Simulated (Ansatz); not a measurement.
## Response to strain in SnO2

The parent structure is SnO2 in the rutile structure (space group P4_2/mnm, No. 136; a = 4.759 Å, c = 3.200 Å). Axes: x, y, z lie along a, b, c of the conventional cell.

Strains are applied to the cell and any free atomic positions relax; under biaxial strain the out-of-plane vector relaxes too; under stress the whole cell relaxes.

Level of theory: Ansatz (a quantum-chemistry and plane-wave program) r2SCAN, no SOC, earlier PAW set.

```csv
change,shortest interatomic distance,band gap,width of the top valence band
base,2.059 Å,1.79 eV,1.26 eV
"biaxial strain −2.95 %, plane normal [001], relaxed out of plane",(withheld),2.11 eV,1.28 eV
"biaxial strain −2.02 %, plane normal [001], relaxed out of plane",2.020 Å,2.01 eV,1.28 eV
"biaxial strain +1.36 %, plane normal [001], relaxed out of plane",2.065 Å,(withheld),1.24 eV
uniaxial strain ε_yy = +3.37 %,(withheld),1.48 eV,–
"uniaxial stress, 0.5 GPa compression along z",2.059 Å,1.80 eV,1.26 eV
```

Task: Some entries are withheld; estimate them.

Result: 
- biaxial strain −2.95 %, plane normal [001], relaxed out of plane, shortest interatomic distance: 2.003 Å
- biaxial strain +1.36 %, plane normal [001], relaxed out of plane, band gap: 1.66 eV
- uniaxial strain ε_yy = +3.37 %, shortest interatomic distance: 2.076 Å

Stability under load was not tested beyond the relaxation.
